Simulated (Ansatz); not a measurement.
Density of states of LiCl (Fm-3m) below the valence band maximum, PBEsol, rigid bands run with Ansatz (a program for electronic structure); cell volume 32.5 Å³.

(energy from edge (eV), 10⁻³ states/eV/cell): (0.006, 898); (0.031, 1230); (0.056, 1360); (0.081, 1470); (0.106, 1580); (0.131, 1680); (0.156, 1800); (0.181, 1910); (0.206, 2040); (0.231, 2210); (0.256, 2430); (0.281, 2860); (0.319, 2940); (0.344, 2920); (0.369, 2920); (0.394, 2910); (0.419, 2890); (0.444, 2880); (0.469, 2880); (0.494, 2850); (0.519, 2850); (0.544, 2840); (0.569, 2840); (0.594, 2840)

Question: What effective density of states at 300 K does this give (∫ g(E) exp(−E/k_BT) dE, both spins, divided by the cell's size)?

Answer: 8.8e20 cm⁻³, a density-of-states mass of 10.7 mₑ, valleys and band degeneracy included.

Spin-orbit coupling is left out; where it splits the top of the valence band, N_v and the p-type Seebeck coefficient come out somewhat high without it. Geometry: cell and atoms relaxed with PBEsol.
